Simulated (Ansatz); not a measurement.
We consider AlSnSiN (model structure, started from the AlSiCN type, R3m, No. 160, 4 atoms in the cell), described by PBEsol (Ansatz, an electronic-structure program, plane waves, PAW).

Input file:

Ansatz 0.2 input:
```yaml
crystal:
  lattice:
    - [1.8720750465, 1.0808430321, 6.2031214932]
    - [-1.8720750465, 1.0808430321, 6.2031214932]
    - [0.0, -2.1616860641, 6.2031214932]
  atoms:
    - { symbol: Al, position: [-0.0167806596, -0.0167806596, -0.0167806596] }
    - { symbol: N, position: [0.8810906019, 0.8810906019, 0.8810906019] }
    - { symbol: Sn, position: [0.5119469952, 0.5119469952, 0.5119469952] }
    - { symbol: Si, position: [0.3737100625, 0.3737100625, 0.3737100625] }
basis:
  ecutwfc: 520
  ecutrho_ratio: 4
  xc_grid: 2
kpoints:
  mp_grid: { grid: [18, 18, 18] }
hamiltonian:
  xc: pbesol
  dispersion: none
  pseudopotentials: { kind: paw }
scf:
  occupations: { method: fermi_dirac, width: 0.05 }
  convergence: { dr2_threshold: 0.0000000004 }
output:
  forces: true
  stress: true
  eigenvalues: true
```

The run printed, among other lines:

```
Crystal: 4 atoms, lattice volume = 75.309 Å³
Basis set: ecut = 520 eV, 2015 PW (Γ), FFT grids on a1−a3, a2−a3, a3, exchange–correlation on 60×60×100 points (8 copies of the dense FFT grid, shifted against one another)
Bands: 17, of which v1, the nominal top of the filled ones, is band 13 counted from 1 (12 counted from 0)
Symmetry: 6 space group operations
Space group: R3m (ITA 160), of the structure as read, at distance tolerance 4.2e-5 Å
k-points: 580 of 5832 (time reversal used)
Functional: x = pbesol(κ = 0.804, μ = 0.12345679012345678), c = pbesol(β = 0.046)
SCF iter   1: F=—  HF=-7473.454835 eV  |F-HF|=—  |Δ(HF+E_count)|=         —  Δρ=8.39e-3  dr2=1.14e-1
SCF iter   2: F=—  HF=-7473.434545 eV  |F-HF|=—  |Δ(HF+E_count)|=   2.03e-2  Δρ=3.44e-3  dr2=3.94e-2
  ...
SCF iter   9: F=—  HF=-7473.427105 eV  |F-HF|=—  |Δ(HF+E_count)|=   2.74e-9  Δρ=1.26e-6  dr2=2.49e-9
SCF iter  10: F=-7473.427105 eV  HF=-7473.427105 eV  |F-HF|=2.33e-10  |Δ(HF+E_count)|=  4.46e-11  Δρ=4.37e-7  dr2=3.49e-10
SCF 1 converged in 10 iterations: F = -7473.427105 eV  dr2 = 3.49e-10
SCF converged after 10 iterations
Free energy (F): -7473.427105 eV
Internal energy: -7473.414748 eV  (E = F + TS)
E sigma→0 (E₀):  -7473.420927 eV
Fermi energy:    7.872616 eV
--- Forces (eV/Å), atoms counted from 1 ---
  atom   1  Al     0.00000000     0.00000000     0.00019834
  atom   2  N      0.00000000     0.00000000     0.00147855
  atom   3  Sn     0.00000000    -0.00000000    -0.00198083
  atom   4  Si     0.00000000     0.00000000     0.00032067
--- Stress (GPa, compression-positive) ---
       -0.004488       0.000000       0.000000
        0.000000      -0.004488       0.000000
        0.000000       0.000000       0.001144
  P = ⅓ Tr σ = -0.0026 GPa (-0.026 kbar)
```

The PAW data were made under PBE.

Note: the relaxation could raise the start's symmetry but not lower it, so the cell can be a saddle point.

Computing time: very roughly 3 core-minutes.

A model structure was made by putting elements into a prototype or built by hand; it is no filed structure, need not be a known phase, and can be a saddle point held by its symmetry.
